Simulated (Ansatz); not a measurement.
## Several settings converged on the (001) slab of BaAl2 (cut from a parent of space group no. 227; 12 atoms in the cell)

```xyz
12
Lattice="6.0015 0.0000 0.0000 -6.0015 6.0015 0.0000 0.0000 0.0000 21.4265" Properties=species:S:1:pos:R:3 pbc="T T T"
Al    -3.0008     4.5012     7.0000
Al     1.5004     0.0000     9.1218
Al     3.0008     1.5004     7.0000
Al    -1.5004     6.0015     9.1218
Al     0.0000     1.5004    11.2437
Al    -1.5004     3.0008    13.3656
Al     0.0000     4.5012    11.2437
Al     1.5004     3.0008    13.3656
Ba     3.0008     3.0008    10.1828
Ba     0.0000     3.0008     8.0609
Ba     0.0000     0.0000    14.4265
Ba    -3.0008     6.0015    12.3046
```

Base method: PBEsol, default PAW files made with PBE (plane waves; Ansatz, a program for electronic structure).

Base settings: basis.ecutwfc = 420 eV; kpoints.mp_grid.grid = 4 4 1; hamiltonian.xc = pbesol; hamiltonian.pseudopotentials = {kind: paw} (the program's default PAW files); scf.occupations.method = gaussian; scf.occupations.width = 0.1 eV.

The count of work is k-points × plane waves × bands × iterations; it is no time. Core times come from one kind of shared machine, to one figure; runs under 30 s give none.

**The vacuum with a dipole correction**

In this ladder: efield.axis = 3; efield.dipole_correction = true.

The mesh stays at the base's, so the ladder's end is converged at best in this setting alone.

Only quantities that move along the ladder and can be compared are tabulated.

```csv
vacuum between outermost atoms (Å),largest difference of a force vector from the last step's (eV/Å)
8.0,0.013
10.0,0.003
14.0,0.000
20.0,0.000
```

Smallest vacuum between outermost atoms (Å) that holds the forces within 0.005 eV/Å of the last step, with all finer ones: 10.0; the step before is off by 0.013 eV/Å.

**The plane-wave cutoff**

The mesh stays at the base's, so the ladder's end is converged at best in this setting alone.

Only quantities that move along the ladder and can be compared are tabulated.

```tsv
basis.ecutwfc	free energy less the last step's (meV/atom)	largest difference of a force vector from the last step's (eV/Å)	count of work / last	core time / last (rough)
210 eV	269.27	0.126	0.11	–
250 eV	92.72	0.060	0.15	–
295 eV	26.21	0.012	0.19	–
355 eV	4.19	0.003	0.27	0.3
420 eV	0.28	0.000	0.35	0.3
505 eV	0.08	0.000	0.47	0.5
630 eV	0.04	0.000	0.65	0.8
840 eV	0.00	0.000	1.0	1
```

Coarsest basis.ecutwfc that holds the free energy within 1 meV/atom of the last step, with all finer ones: 420 eV, at 0.35 of the last step's count of work and about 0.3 of the last step's time; the step before is off by 4.2 meV/atom.

Coarsest basis.ecutwfc that holds the forces within 0.02 eV/Å of the last step, with all finer ones: 295 eV, at 0.19 of the last step's count of work; the step before is off by 0.060 eV/Å.

On the base run: the starting cell comes from a database of computed structures (which also holds hypothetical and non-ambient phases and stackings), without a prior relaxation at this level. The slab is cut from that crystal, and its faces are unrelaxed. Its lattice was rescaled by up to half a per cent. In the base run, forces exceed 1 eV/Å.

Left out of this page: 1 run of the series unsound by tests on forces, stress, charge or solver warnings.

Keys are those of Ansatz 0.2.
